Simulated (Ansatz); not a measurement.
Structures of equal composition on the (100) surface of rock-salt TiC: Ru on all Ti sites of the second plane; Ru on all Ti sites of the top plane. The slabs share one bottom face, and each structure is named by its start. These are constructed structures in small cells; real faces may alloy, dewet or reconstruct in larger ones, and not all known structures of the face are among them. Slabs of about 10 Å, Fermi-Dirac smearing of 0.1 eV. Bottom of the slabs: a bare face, its two planes held. Relaxed from the named starts with such symmetry as they have, on meshes of like density; energies extrapolated to zero smearing; spin only where a row says so; no spin-orbit coupling, no U. Brackets mark spin-polarised runs, whose order is one that fits the cell.

Method: r2SCAN, at the PBE geometry (plane waves to 500 eV, PAW; Ansatz, an electronic-structure program).

Question: Put the candidates in order of energy per 1x1 cell, lowest first, for r2SCAN, at the PBE geometry.

Answer: Ru on all Ti sites of the top plane (0.000 eV), Ru on all Ti sites of the second plane (0.381 eV)
